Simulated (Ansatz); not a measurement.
Consider GaSb in the zinc blende structure (space group F-43m, No. 216; a = 6.134 Å).

Levels (all Ansatz, a program for electronic structure, PAW, earlier PAW set): r2SCAN (500 eV, spin-orbit coupling left out); HSE06 (420 eV, without spin-orbit coupling).

Its gap is 0.41 eV with r2SCAN and 0.77 eV with HSE06.

One thing is altered: full substitution Sb → As; the structure is relaxed again.

With r2SCAN the gap becomes 0.97 eV.

Problem. If the HSE06 correction stayed the same, what would the HSE06 gap be, and what does the HSE06 run give?

Solution. A rigid correction of +0.36 eV gives 1.33 eV. The HSE06 run gives 1.37 eV, so the correction itself changes by +0.04 eV.

Single points use the geometry relaxed with r2SCAN. With Sb present, leaving out spin-orbit coupling can change the band edges. Whether these cells are dynamically stable was not tested.
